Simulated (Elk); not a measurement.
Input and output of a self-consistent single point for NbAu2 (P1, 3 atoms in the cell) (Elk).

Method: LDA (PW92), all-electron FP-LAPW, Elk's shipped species files, APW+lo basis with extra local orbitals in Elk 10.2.4.

```yaml
crystal:
  lattice:
    - [4.67647, 0.00000, 0.00000]
    - [-2.33824, 4.04994, 0.00000]
    - [0.00000, 0.00000, 2.74310]
  atoms:
    - { symbol: Nb, position: [0.00929, 0.01657, 0.99113] }
    - { symbol: Au, position: [0.66379, 0.32103, 0.49230] }
    - { symbol: Au, position: [0.32692, 0.66241, 0.51656] }
```

Reference input (self-consistent single point, DFT, PBEsol, all-electron FP-LAPW, Elk's shipped species files, APW+lo basis with extra local orbitals): xctype = 22; rgkmax = 8; swidth = 0.00499791 Ha; ngridk = 5 5 7; gmaxvr = 14 1/bohr; nxlo = 2; lorbcnd = true; rmtscf = 0.85; lmaxi = 3; maxscl = 100. This run's input differs from it in these lines:

```diff
@@ -2,5 +2,2 @@
   0
-
-xctype
-  22
```

Output (repeated stretches shortened):

```
│ Self-consistent loop started │
│ Loop number : 1 │
 total energy                :     -41866.3362233
│ Loop number : 2 │
 total energy                :     -41867.9743620
RMS change in Kohn-Sham potential (target) :   0.1822815100     (  0.1000000000E-05)
Absolute change in total energy (target)   :    1.638138678     (  0.1000000000E-03)
│ Loop number : 3 │
 total energy                :     -41876.6709414
RMS change in Kohn-Sham potential (target) :   0.1373376004     (  0.1000000000E-05)
Absolute change in total energy (target)   :    9.106114107     (  0.1000000000E-03)
│ Loop number : 4 │
   [... lines left out ...]
Absolute change in total energy (target)   :   0.9794748075E-02 (  0.1000000000E-03)
│ Loop number : 14 │
 total energy                :     -41891.2700028
RMS change in Kohn-Sham potential (target) :   0.4706715974E-06 (  0.1000000000E-05)
Absolute change in total energy (target)   :   0.3266017011E-03 (  0.1000000000E-03)
│ Loop number : 15 │
 total energy                :     -41891.2701197
RMS change in Kohn-Sham potential (target) :   0.4444908362E-06 (  0.1000000000E-05)
Absolute change in total energy (target)   :   0.3518139420E-04 (  0.1000000000E-03)
Convergence targets achieved

│ Loop number : 16 │

Energies :
 Fermi                       :     0.446397829320
 total energy                :     -41891.2700781

Density of states at Fermi energy :    28.03617672
 (states/Hartree/unit cell)

Estimated indirect band gap :   0.3810872674E-02
 from k-point    120 to k-point     76
Estimated direct band gap   :   0.3273845633E-01
 at k-point     55

Charges :
 core                        :    124.0000000
 valence                     :    75.00000000
 interstitial                :    6.741913172
 muffin-tins (core leakage)
  species :    1 (Nb)
   atom    1                 :    38.01700223     (  0.1775676810E-04)
  species :    2 (Au)
   atom    1                 :    77.12082106     (  0.9324890595E-03)
   atom    2                 :    77.12026354     (  0.9324533324E-03)
 total in muffin-tins        :    192.2580868
 total calculated charge     :    198.9952676
 total charge                :    199.0000000
 error                       :   0.4732371420E-02

│ Self-consistent loop stopped │
```

The run converged in 16 iterations. The count includes the last loop, which Elk runs after its targets are met. 

The starting cell comes from a database of computed structures (which also holds hypothetical and non-ambient phases and stackings), without a prior relaxation at this level. Its atoms were displaced at random from the sites of space group no. 191. Spin-orbit coupling is off. Spin polarisation is off. Values depend on the basis (sphere radii, cutoffs, local orbitals), which need not be converged. The log's line on a gap gives a spacing of levels on this mesh, which the program prints for metals too.

Cost on one core of a shared machine: roughly 4 min.
